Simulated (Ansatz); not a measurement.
## ScCu$_{2}$ (space group I4/mmm, No. 139; a cell from a computed database, its experimental status unchecked)

Space group I4/mmm (No. 139); a = 3.2515 Å, b = 3.2515 Å, c = 8.2424 Å, α = 90.00°, β = 90.00°, γ = 90.00°

```json
[
 {"atom": "Sc", "site": "2a", "symmetry": "4/mmm", "x": "0.0000", "y": "0.0000", "z": "0.0000"},
 {"atom": "Cu", "site": "4e", "symmetry": "4mm", "x": "0.0000", "y": "0.0000", "z": "0.3258"}
]
```
(The calculation used a cell of 3 atoms; values per cell refer to that cell.)

Calculations: Kohn–Sham DFT with the PBEsol functional, run in Ansatz (an electronic-structure program) with PAW and 420 eV plane waves, spin-orbit coupling left out. k-mesh 20×20×20 (Γ-centred); smearing 0.05 eV (Fermi–Dirac).

The volume per atom comes out as 14.52 Å³, the density is 6.56 g/cm³ and the band gap is zero. The total energy comes out as -5096.560 eV/atom (σ→0; compares only within this code and set-up).

No phonon test of stability was made. All final runs are without spin polarisation.
